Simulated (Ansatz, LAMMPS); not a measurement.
Ge well of 21 atomic layers along [001] in random Si0.2Ge0.8, interfaces graded over 8 layers. Cell 17.11 × 17.11 × 69.04 Å, Si86Ge778, 864 atoms. Prepared with Tersoff's 1989 multicomponent potential (SiCGe.tersoff) (LAMMPS): minimisation. 

Basis: localised support functions (accuracy medium) on a full density matrix. k-points: zone centre alone; occupations: Fermi-Dirac, 0.010 eV; spin polarisation not allowed. Scalar-relativistic, no spin-orbit coupling.

Q: Estimate the gap and bonding that PBE, support functions at accuracy medium on the grid of 370 eV run with Ansatz (a first-principles code) returns for this input.

A: 
- electronic character of the cell = no gap resolved at this smearing
- coordination (neighbours within 2.976 Å) = 100.0 % 4-fold
- Ge-Ge bonds, mean ± spread = 2.486 ± 0.005 Å
- Ge-Si bonds, mean ± spread = 2.439 ± 0.006 Å
- Si-Si bonds, mean ± spread = 2.391 ± 0.007 Å
- bond angles, mean ± spread = 109.5° ± 0.9°
- pressure = 0.40 GPa
